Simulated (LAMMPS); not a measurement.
LAMMPS 22 Jul 2025, classical MD, Buckingham with full ionic charges: MgO, 4096 atoms.

| Property | Result |
|---|---|
| task | MD, nve |
| potential | Buckingham with full ionic charges |
| copies of the repeat unit | 8×8×8 |
| shape (slab and sphere leave vacuum in the box) | bulk |
| temperature | 1200 K |
| steps | 500 |
| timestep | 1 fs |
| neighbor skin | 2 Å |
| neigh_modify | every 1 delay 0 check yes |
| thermo | 100 |
| kspace_style | pppm |
| kspace_accuracy | 0.0001 |
| pair cutoff | 10 Å |
| newton | on (default) |
| atom_modify sort (bins of 2 Å where set) | 1000 (default) |
| comm_style | brick (default) |
| kspace_modify | order 5 diff ik (default) |
| box | 33.7 × 33.7 × 33.7 Å |
| start | generated rock salt lattice, warmed in an untimed run |
| compared values | energy and forces of the first step, drift over the run |

It runs on a single node (Arm Neoverse V2, 96 cores on 1 socket, no SMT, 1 L3 cache group).

Times are wall-clock medians of two to five repeats, from the common launch until the last copy ends, with nothing else on the machine. Unless noted, each process is bound to its own block of adjacent cores. The times hold for this build (PyPI wheel: MPICH, OPENMP and OPT packages). Scratch files lie in a memory file system. A preparatory run goes ahead and isn't timed.

Ways to fill 88 cores (the node offers 329 GiB):
- 88 copies of 1 rank
- 44 copies of 2 ranks
- 8 copies of 11 ranks
- 88 ranks
- 2 copies of 44 ranks
- 4 copies of 22 ranks
- 22 copies of 4 ranks

Question: For throughput over a long queue of such jobs, how should the node be filled?

Answer: 88 copies of 1 rank: 24000 jobs an hour. At the low end 88 ranks gives 5500. One job is done soonest with 88 ranks (0.66 s against 13 s).

```tsv
way	time till all copies end	jobs an hour	memory in all, scratch files included
88 copies of 1 rank	13 s	24000	2.4 GiB
44 copies of 2 ranks	7.2 s	22000	2.1 GiB
22 copies of 4 ranks	3.9 s	21000	1.8 GiB
8 copies of 11 ranks	1.9 s	15000	1.8 GiB
4 copies of 22 ranks	1.2 s	12000	1.7 GiB
2 copies of 44 ranks	0.81 s	8900	1.7 GiB
88 ranks	0.66 s	5500	1.7 GiB
```
